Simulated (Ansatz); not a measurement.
The parent structure is InAs in the zinc blende structure (space group F-43m, No. 216; a = 6.0261 Å).

Computed with LDA (Ansatz, an electronic-structure program, PAW, no spin-orbit coupling).

Strains are applied to the cell and any free atomic positions relax.

One change was made to it. Results:

```csv
quantity,base,after
pressure,0.0 GPa,-4.3 GPa
energy relative to the base (free energy F),0 meV/atom,+37 meV/atom
```

Task: Which of these changes matches the shifts?
A) isotropic strain −3.00 %
B) isotropic strain −1.00 %
C) isotropic strain +1.00 %
D) isotropic strain +3.00 %
E) isotropic strain +2.00 %

Result: D, isotropic strain +3.00 %. For comparison, the energy relative to the base in the other runs: isotropic strain +2.00 % gives +17 meV/atom; isotropic strain +1.00 % gives +4.5 meV/atom; isotropic strain −3.00 % gives +47 meV/atom; isotropic strain −1.00 % gives +4.8 meV/atom.

A case with no gap was solved on a k-mesh chosen for an insulator, which is coarse for it. No phonon test of stability was made. The final runs are not spin-polarised.
